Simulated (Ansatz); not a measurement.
The reference is NaI in the rock salt structure (space group Fm-3m, No. 225; a = 6.4021 Å).

Structures relaxed with PBEsol (Ansatz, a quantum-chemistry and plane-wave program), spin-orbit coupling left out.

Base:

Simulated powder pattern, Cu Kα, λ = 1.54184 Å (kinematic, ideal powder, no thermal factors, no anomalous dispersion; the 10 strongest lines at most, above 2 %, up to 2θ = 90°):

```
2θ (°)  I/Imax (%)    hkl
------  ----------  -----
24.08           87  (111)
27.87          100  (200)
39.83           76  (220)
47.08           42  (311)
49.31           27  (222)
57.59           12  (400)
63.32           18  (331)
65.17           34  (420)
72.30           25  (422)
77.47           14  (511)
```

Now apply this change: every lattice vector is shortened by 1.00 %; the atoms relax in the strained cell.

After the change:

Simulated powder pattern, Cu Kα, λ = 1.54184 Å (kinematic, ideal powder, no thermal factors, no anomalous dispersion; the 10 strongest lines at most, above 2 %, up to 2θ = 90°):

| 2θ (°) | I/Imax (%) | hkl |
|---|---|---|
| 24.32 | 87 | (111) |
| 28.16 | 100 | (200) |
| 40.25 | 75 | (220) |
| 47.58 | 42 | (311) |
| 49.84 | 27 | (222) |
| 58.23 | 12 | (400) |
| 64.04 | 18 | (331) |
| 65.91 | 34 | (420) |
| 73.15 | 25 | (422) |
| 78.40 | 14 | (511) |

The indices refer to the base's conventional cell; one index is shown for lines that coincide.

No phonon test of stability was made.
